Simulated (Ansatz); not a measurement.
Consider GaAs (space group P4_2/mnm, No. 136; a hypothetical phase, not in the database extracts checked).

```
GaAs
1.0
    6.91686     0.00000     0.00000
    0.00000     6.91686     0.00000
    0.00000     0.00000     4.00304
Ga As
4 4
Direct
  0.32404   0.67596   0.00000
  0.67596   0.32404   0.00000
  0.82404   0.82404   0.50000
  0.17596   0.17596   0.50000
  0.31786   0.31786   0.00000
  0.68214   0.68214   0.00000
  0.18214   0.81786   0.50000
  0.81786   0.18214   0.50000
```

Calculations: PBEsol (Ansatz, a program for electronic structure), without spin-orbit coupling.

Before the change:

```
Item                           Result
----------------------------  -------
Gap between the host's bands  0.48 eV
```

The change: hole doping at 5.0×10^21 cm⁻³ (0.958 per cell), with a uniform compensating background at fixed cell and a 300 K Fermi–Dirac width.

Problem. How does this affect the Fermi level from band edge, largest internal atomic displacement and gap between the host's bands?

Solution. The Fermi level relative to the doped band's edge (positive inside the band; to 0.05 eV) is +0.70 eV; the largest internal atomic displacement is 0.013 Å; the gap between the host's bands increases by 0.03 eV, from 0.48 eV to 0.51 eV.

Carriers are added with a uniform compensating background; total energy and stress of such cells depend on the potential's zero and are not compared; many-body gap narrowing is missing at this level. Stability against distortions was not tested.
